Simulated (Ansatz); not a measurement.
Input:

```yaml
crystal:
  lattice:
    - [0.00000, 5.66251, 5.66251]
    - [5.66251, 0.00000, 5.66251]
    - [5.66251, 5.66251, 0.00000]
  atoms:
    - { symbol: Cs, position: [0.25000, 0.25000, 0.25000] }
    - { symbol: Cs, position: [0.75000, 0.75000, 0.75000] }
    - { symbol: Sn, position: [0.00000, 0.00000, 0.00000] }
    - { symbol: I, position: [0.74764, 0.25236, 0.25236] }
    - { symbol: I, position: [0.25236, 0.74764, 0.74764] }
    - { symbol: I, position: [0.25236, 0.74764, 0.25236] }
    - { symbol: I, position: [0.74764, 0.25236, 0.74764] }
    - { symbol: I, position: [0.25236, 0.25236, 0.74764] }
    - { symbol: I, position: [0.74764, 0.74764, 0.25236] }
```

No spin polarisation.

Calculations: PBEsol (Ansatz, a program for electronic structure, PAW, no spin-orbit coupling). Settings: 7×7×7 k-points, 0.05 eV Fermi–Dirac smearing.

Question: Predict the band gap, pressure and space group.

Answer: The band gap is zero, the pressure is 0.8 GPa and the space group is Fm-3m (No. 225).

Spin-orbit coupling, missing from the scalar runs, can matter with I. The cells carry an imposed strain or load. No phonon test of stability was made. All final runs are without spin polarisation. The cell was made from Cs2SnI6 (space group Fm-3m, No. 225) by this change: isotropic strain −1.95 %. The zero or small gap of Cs2SnI6 can change with the level of theory.
